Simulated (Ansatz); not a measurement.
A computed series for Nb: response to strain

Take Nb in the bcc (W type) structure (space group Im-3m, No. 229; relaxed with 0.1 eV smearing) as the base.

```
Nb
1.0
   -1.62421     1.62421     1.62421
    1.62421    -1.62421     1.62421
    1.62421     1.62421    -1.62421
Nb
1
Direct
  0.00000   0.00000   0.00000
```

Strains are applied to the cell and any free atomic positions relax.

Calculations: plane-wave PAW DFT at the LDA level (Ansatz, an electronic-structure program, 420 eV), no spin-orbit coupling.

Candidates:
(a) isotropic strain +3.00 %
(b) isotropic strain +0.50 %
(c) isotropic strain +2.00 %
(d) isotropic strain −2.00 %
(e) isotropic strain +1.00 %

Notes on the quantities. energy relative to the base: free energy F.

Problem. Order them by energy relative to the base, highest first.

Solution. (a) isotropic strain +3.00 % (+76 meV/atom), (d) isotropic strain −2.00 % (+39 meV/atom), (c) isotropic strain +2.00 % (+35 meV/atom), (e) isotropic strain +1.00 % (+8.9 meV/atom), (b) isotropic strain +0.50 % (+2.3 meV/atom)

Stability against distortions was not tested. All final runs are without spin polarisation.
